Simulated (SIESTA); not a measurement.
SIESTA run on SrMg (P3m1, 6 atoms in the cell): relaxation of cell and atoms.

Level of theory: GGA PBEsol, numerical atomic orbitals DZP, PseudoDojo PBEsol standard norm-conserving potentials (rewritten from UPF to PSML) (SIESTA).

```
SrMg
1.0
    4.27251     0.00000     0.00000
   -2.13625     3.70010     0.00000
    0.00000     0.00000    16.39140
Sr Mg
3 3
Direct
  0.00000   0.00000   0.98261
  0.66667   0.33333   0.53224
  0.00000   0.00000   0.31727
  0.66667   0.33333   0.81771
  0.00000   0.00000   0.69930
  0.66667   0.33333   0.15087
```

Reference input (self-consistent single point, DFT, GGA PBEsol, numerical atomic orbitals DZP, PseudoDojo PBEsol standard norm-conserving potentials (rewritten from UPF to PSML)): XC.functional = GGA; XC.authors = PBEsol; potentials = PseudoDojo PBEsol standard; PAO.BasisSize = DZP; PAO.EnergyShift = 0.01 Ry; MeshCutoff = 350 Ry; kgrid.MonkhorstPack = 6 6 2; OccupationFunction = FD; ElectronicTemperature = 1160.45 K; MaxSCFIterations = 150; SCF.Mixer.Method = Pulay; SCF.Mixer.Weight = 0.25. This run's input differs from it in these lines:

```diff
@@ -45,2 +45,7 @@
 Diag.ParallelOverK           true
+MD.TypeOfRun                 CG
+MD.Steps                     40
+MD.MaxForceTol               0.02 eV/Ang
+MD.VariableCell              true
+MD.MaxStressTol              0.05 GPa
 WriteForces                  true
```

Output (repeated stretches shortened):

```
        iscf     Eharris(eV)        E_KS(eV)     FreeEng(eV)     dDmax    Ef(eV) dHmax(eV)
   scf:    1    -7617.331356    -7624.641001    -7624.769165  0.735687 -2.795375  3.690182
   scf:    2    -7621.853052    -7623.949292    -7624.097241  0.226679 -2.823303  6.237396
   scf:    3    -7624.746199    -7624.871537    -7625.005955  0.155697 -2.834517  2.773228
   scf:    4    -7624.351289    -7624.754315    -7624.889041  0.117842 -2.894833  2.406849
   scf:    5    -7624.849720    -7624.976328    -7625.111197  0.086592 -2.906535  0.790579
   [... 5 lines left out ...]
   scf:   11    -7624.992118    -7624.992116    -7625.127906  0.000025 -2.913327  0.000532
   scf:   12    -7624.992118    -7624.992117    -7625.127906  0.000032 -2.913365  0.000183
   scf:   13    -7624.992119    -7624.992118    -7625.127906  0.000017 -2.913386  0.000052
   scf:   14    -7624.992118    -7624.992118    -7625.127906  0.000003 -2.913391  0.000032
SCF Convergence by DM+H criterion
max |DM_out - DM_in|         :     0.0000030574
max |H_out - H_in|      (eV) :     0.0000316493
SCF cycle converged after 14 iterations

Using DM_out to compute the final energy and forces

siesta: E_KS(eV) =            -7624.9921

siesta: E_KS - E_eggbox =     -7624.9921

siesta: Atomic forces (eV/Ang):
     1    0.000004   -0.000002    0.073090
     2    0.000063   -0.000037    0.060188
     3    0.000002   -0.000001   -0.051984
     4   -0.000030    0.000017   -0.161671
     5    0.000012   -0.000007    0.091566
     6   -0.000003    0.000002   -0.032732
   Tot    0.000048   -0.000028   -0.021543
   Max    0.161671
   Res    0.051240    sqrt( Sum f_i^2 / 3N )
   Max    0.161671    constrained

   [... lines left out ...]
siesta: Pressure (static):          6.72354790  kBar
siesta: Pressure (total):          6.72354790  kBar
No target stress found, assuming hydrostatic MD.TargetPressure.
Target stress (kBar)
outcell: Cell volume (Ang**3)        :    268.0972
        iscf     Eharris(eV)        E_KS(eV)     FreeEng(eV)     dDmax    Ef(eV) dHmax(eV)
siesta: Pressure (static):          0.20954651  kBar
siesta: Pressure (total):          0.20954651  kBar
outcell: Cell volume (Ang**3)        :    268.0972
siesta: FreeEng =     -7625.155012
   [... lines left out ...]
siesta:    -0.000088    0.000007   -0.000003
siesta:     0.000007   -0.000079    0.000002
siesta:    -0.000003    0.000002   -0.000225

siesta: Cell volume =        268.097211 Ang**3

siesta: Pressure (static):
siesta:                Solid            Molecule  Units
siesta:           0.00000142          0.00000281  Ry/Bohr**3
siesta:           0.00013079          0.00025762  eV/Ang**3
siesta:           0.20954651          0.41274565  kBar
```

The run converged. 

Summary of the result:
| Property | Value |
|---|---|
| Free energy E − TS | -7625.1550 eV |
| Fermi level (on the code's own zero) | -2.89 eV |
| Pressure | 0.02 GPa |
| Largest force (vector length) | 0.015 eV/Å |
| Final cell | a = b = 4.320 Å, c = 16.608 Å, α = β = 90.00°, γ = 120.11° |
| Final volume per atom | 44.68 Å³ |
| Relaxation steps | 12 |

The starting cell comes from a database of computed structures (which also holds hypothetical and non-ambient phases and stackings), without a prior relaxation at this level. Its lattice was rescaled by a random factor within 2.5 % of one. Values carry the incompleteness of an atom-centred basis.

Cost on one core of a shared machine: roughly 5 min.
